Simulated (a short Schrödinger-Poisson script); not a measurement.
Stack: symmetric double-gate stack, SiO2 on p-type Ge(111), at 400 K.

| layer | material | thickness (nm) | Na (cm⁻³) |
|---|---|---|---|
| 1 | SiO2 | 1.2 | - |
| 2 | Ge | 14 | 2e16 |
| 3 | SiO2 | 1.2 | - |

Constants are typed, rounded textbook-type inputs, not results; the design itself was drawn at random and stands for no fabricated device. SiO2: permittivity 3.9, conduction-band edge (eV) 3.1, gap (eV) 9, electron mass (mₑ) 0.5. Ge: permittivity 16, conduction-band edge (eV) 0, gap (eV) 0.664, Nv at 300 K (cm⁻³) 6e18.

Channel valleys (confinement mass, in-plane density-of-states mass, number): L1 1.59, 0.08, 1; L3 0.09, 0.34, 3. At the gates, both at one voltage, the conduction-band edge of layer 1 lies 3.24 eV − eVg above the Fermi level of the channel. Gaps are held at their typed values at every temperature. Mesh 0.03 nm at interfaces.

Solved with a short Schrödinger-Poisson script written for these runs: 1D Poisson equation in equilibrium, electrons quantum, Hartree (BenDaniel-Duke, 12 states a valley, the channel's in-plane mass for all, wave functions free to enter the dielectric), parabolic valleys, classical holes, full ionisation, no traps, pinning or gate leakage.

The same stack at other levels of the model or other numerical settings:

```tsv
run	sheet density of all electrons at Vg = 0.85 V (cm⁻²)	sheet density of all electrons at Vg = 0.25 V (cm⁻²)	capacitance of both gates at Vg = 0.85 V (μF/cm²)	gate voltage at 1e11 electrons/cm² (V)	rough cost against the base
base	1.82e13	3.68e12	4.26	-0.03	about 1
electrons treated as classical, Boltzmann	2.22e13	4.48e12	5.17	-0.04	0.03
electrons treated as classical, Fermi-Dirac	2.08e13	4.39e12	4.67	-0.04	0.09
mesh six times as coarse	1.82e13	3.66e12	4.25	-0.03	0.3
```

The classical rows ignore confinement, and Boltzmann statistics overrate the density once the band edge passes the Fermi level.

Only the L valleys are kept; under strong confinement the Δ valleys of Ge fill too.
